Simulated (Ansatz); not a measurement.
# What uniaxial strain ε_yy = +1.85 % does to hypothetical P-3m1 Ca3P2

Base system: Ca3P2 (space group P-3m1, No. 164; a = 4.670 Å, c = 7.019 Å; a hypothetical phase, not in the database extracts checked). Axes: x lies along a and z along c of the hexagonal cell.

Perturbation: the cell is stretched by 1.85 % along y with no lateral relaxation, atoms relaxed at fixed cell.

All numbers come from r2SCAN in Ansatz (plane waves to 500 eV, PAW, without spin-orbit coupling). Γ-centred 8×8×5 mesh, Fermi–Dirac width 0.05 eV.

```tsv
quantity	base	changed	shift
volume per atom	26.52 Å³	27.01 Å³	+0.49 Å³
shortest interatomic distance	2.804 Å	2.822 Å	+0.018 Å
energy relative to the base (free energy F)	0 meV/atom	+2.3 meV/atom	+2.3 meV/atom
pressure (mean of the normal stresses, compression positive)	0.00 GPa	-0.95 GPa	-0.95 GPa
band gap	1.68 eV	1.67 eV	-0.01 eV
gap character	–	indirect, Γ → C₂	–
electron mass	0.67 mₑ along c, 0.89 mₑ across (at K)	0.86 mₑ along x, 0.93 mₑ along y, 0.65 mₑ along z (off the base's special points)	–
hole mass	0.25 mₑ along c, 2.3 mₑ across (at Γ)	2.1 mₑ along x, 2.0 mₑ along y, 0.24 mₑ along z (at Γ)	–
valence-band top at Γ (three highest levels, from the VBM)	0.00, -0.76, -0.76 eV	0.00, -0.76, -0.81 eV	–
largest internal atomic displacement	–	0.016 Å	–
stress (xx, yy, zz, yz, xz, xy; compression positive)	–	(-0.71, -1.51, -0.62, 0.25, 0.00, 0.00) GPa	–
```

Masses are band curvatures over ±0.01 Å⁻¹ around the edge. Whether these cells are dynamically stable was not tested. k-point labels follow each cell's own Brillouin zone.

Ansatz is a program for electronic structure.
